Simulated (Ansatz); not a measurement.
# How the cohesive energy of L1₂ (Cu3Au-type) Ni₃Fe moves with the method

No measured value is used here.

```
level (code)     value (eV/atom)  cell (Å³/atom)
---------------  ---------------  --------------
LDA (Ansatz)                6.24           10.24
PBE (Ansatz)          (withheld)           11.13
PBEsol (Ansatz)       (withheld)           10.62
r²SCAN (Ansatz)             4.79           10.85
HSE06 (Ansatz)              3.54           11.27
PBE0 (Ansatz)               3.54           11.26
```

Question: Fill in the missing entries.

Answer: 
- PBE (Ansatz, a program for electronic structure), value (eV/atom): 4.89
- PBEsol (Ansatz), value (eV/atom): 5.61

Spin-polarised runs: LDA (parallel moments), PBE (parallel moments), PBEsol (parallel moments), r²SCAN (parallel moments), HSE06 (parallel moments), PBE0 (parallel moments). HSE06, PBE0: the free atom's electronic state is in doubt. Each level is taken at its own relaxed cell. Cutoffs and k meshes differ between the levels. Ansatz's density-functional and Hartree–Fock values are scalar-relativistic unless marked +SOC, with PAW data made under PBE.
